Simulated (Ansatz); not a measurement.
The parent structure is Ta in the bcc (W type) structure (space group Im-3m, No. 229; a = 3.282 Å).

The values are results of Ansatz (a first-principles code) PBEsol, scalar-relativistic without spin-orbit coupling, not measurements.

Before the change:

The pressure is 0.0 GPa.

It is then changed as follows: the cell is scaled by 1.0324 in all directions; the atoms relax in the strained cell.

Problem. Estimate the effect on the energy relative to the base.

Solution. The energy goes up by 100 meV/atom.

Problem. What happens to the pressure?

Solution. The pressure goes from zero to -16.7 GPa.

Stability against distortions was not tested. All final runs are without spin polarisation.
